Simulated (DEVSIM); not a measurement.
System: abrupt Si p-n junction, at 400 K.

```csv
layer (left to right),material,thickness (μm),Nd (cm⁻³),Na (cm⁻³),τn (s),τp (s)
1,Si,54.0,-,2.5e16,1.8e-7,1.8e-7
2,Si,1.20,3.2e15,-,1.8e-7,1.8e-7
```

Left contact: ohmic. Right contact: ohmic. Voltage is applied to the left contact. Recombination: SRH at mid-gap. Mobility is constant in doping.

Constants are typed, rounded textbook-type inputs, not results; the design itself was drawn at random and stands for no fabricated device. Values at 300 K; Nc and Nv go as T^1.5, mobilities as T to minus their exponent, the gap by Varshni's rule with the affinity fixed.

| parameter | Si |
|---|---|
| gap (eV) | 1.124 |
| affinity (eV) | 4.05 |
| permittivity | 11.7 |
| Nc (cm⁻³) | 2.86e19 |
| Nv (cm⁻³) | 3.1e19 |
| μn (cm²/Vs) | 1417 |
| μp (cm²/Vs) | 470 |
| T exponent of μn | 2.3 |
| T exponent of μp | 2.2 |
| Varshni α (eV/K) | 0.000473 |
| Varshni β (K) | 636 |

Model (solved in DEVSIM): 1D drift-diffusion, Boltzmann statistics, complete ionisation; no tunnelling, impact ionisation, image-force lowering or self-heating.

The thickness of layer 2 was swept, all else fixed.

```json
[
 {"thickness of layer 2 (μm)": "0.24", "largest field in the device at zero bias (V/cm)": "23000", "dark forward voltage at 100 A/cm² (V)": "0.933", "dark forward voltage at 1 A/cm² (V)": "0.209"},
 {"thickness of layer 2 (μm)": "0.42", "largest field in the device at zero bias (V/cm)": "20000", "dark forward voltage at 100 A/cm² (V)": "0.951", "dark forward voltage at 1 A/cm² (V)": "0.252"},
 {"thickness of layer 2 (μm)": "0.72", "largest field in the device at zero bias (V/cm)": "20000", "dark forward voltage at 100 A/cm² (V)": "0.952", "dark forward voltage at 1 A/cm² (V)": "0.288"},
 {"thickness of layer 2 (μm)": "1.2", "largest field in the device at zero bias (V/cm)": "20000", "dark forward voltage at 100 A/cm² (V)": "0.941", "dark forward voltage at 1 A/cm² (V)": "0.312"},
 {"thickness of layer 2 (μm)": "2", "largest field in the device at zero bias (V/cm)": "20000", "dark forward voltage at 100 A/cm² (V)": "0.923", "dark forward voltage at 1 A/cm² (V)": "0.332"},
 {"thickness of layer 2 (μm)": "3.6", "largest field in the device at zero bias (V/cm)": "20000", "dark forward voltage at 100 A/cm² (V)": "0.899", "dark forward voltage at 1 A/cm² (V)": "0.352"},
 {"thickness of layer 2 (μm)": "6", "largest field in the device at zero bias (V/cm)": "20000", "dark forward voltage at 100 A/cm² (V)": "0.885", "dark forward voltage at 1 A/cm² (V)": "0.370"}
]
```

From the first row to the last the largest field in the device at zero bias goes from 23000 to 20000. From the first row to the last the dark forward voltage at 100 A/cm² goes from 0.933 to 0.885.
